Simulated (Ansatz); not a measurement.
**GaN: energy against strain**

GaN (wurtzite, P6_3mc, 11.758 Å³/atom at rest, c along z) under a strain ε along c (axis z), the other axes held. PBE in Ansatz, a plane-wave DFT program (PAW, default set), 420 eV, 12×12×6 Γ-centred mesh, Fermi-Dirac smearing 0.05 eV; ions are relaxed within the symmetry of each cell.

Here s stands for strain and y for E less E0.

| strain (%) | E less E0 (meV/atom) |
|---|---|
| -3.00 | ? |
| -1.20 | 1.93 |
| -0.60 | 0.50 |
| 0.00 | 0.00 |
| 0.60 | 0.48 |
| 1.20 | 1.86 |

### Question
Using a parabola, estimate the missing y at s = -3.00 from the other rows, showing the fit.

### Answer
Least squares gives y = 0.011 - 0.0267·s + 1.3095·s². Residuals (row less fit): 0.001, 0.002, -0.011, 0.014, -0.005; standard error 0.013 (degrees of freedom: 2). Twice the quadratic coefficient over the volume, 2 × 1.3095 meV × 10⁴ × 0.1602 / 11.758 Å³, is the elastic constant C33 = 357 ± 3 GPa. At the withheld row, y = 0.011 - 0.0267 × (-3.0) + 1.3095 × (-3.0)² = 11.877 meV/atom. The calculation gives 12.14 meV/atom, 0.263 meV/atom above the prediction (2.2 % of the range of y in the table). The row lies outside the fitted rows, so this is an extrapolation. From the scatter of the fitted rows alone, a prediction at this place has a standard error of 0.083 meV/atom, so the miss is 3.2 times that.

One order more, fitted to all 11 runs of the series, follows each within 0.02, so the miss is the next term of a smooth law. Rows are the converged runs of the series near zero and its far end; series whose fitted rows scatter by over a few per cent of the range, as at a crossing or softening among them, aren't shown in this form. Most that stay on the fit to the last digits aren't either.
